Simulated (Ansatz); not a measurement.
# AlP, pressure series

The parent structure is AlP in the zinc blende structure (space group F-43m, No. 216; a = 5.5078 Å).

Cell and atoms are relaxed at each pressure.

The values are results of PBE (Ansatz, a first-principles code; PAW; 420 eV plane waves; spin-orbit coupling left out), not measurements.

```
pressure (GPa)  band gap (eV)
--------------  -------------
-2                       1.68
-1                       1.66
0                        1.63
0.9                      1.61
2.1                         ?
4.5                      1.54
9                        1.45
15                       1.34
```

### Question
Fit E_g = E₀ + αP + βP² to the rows shown and predict the withheld row.

### Answer
Least squares on the printed values gives E₀ = 1.63 eV, α = -22.1 meV/GPa, β = 0.17 meV/GPa² (largest residual 0.00 eV); this predicts 1.59 eV, and the run gives 1.59 eV, in agreement.

Load acts through the strain it causes; cell and atoms are relaxed under it. Stability against distortions was not tested. Measured, AlP leaves this structure (for the NiAs type) near 14.2 GPa (temperature not stated; as listed in Datta, Sujoy, Jana, Debnarayan, arXiv (2020)), on rising pressure, with hysteresis.
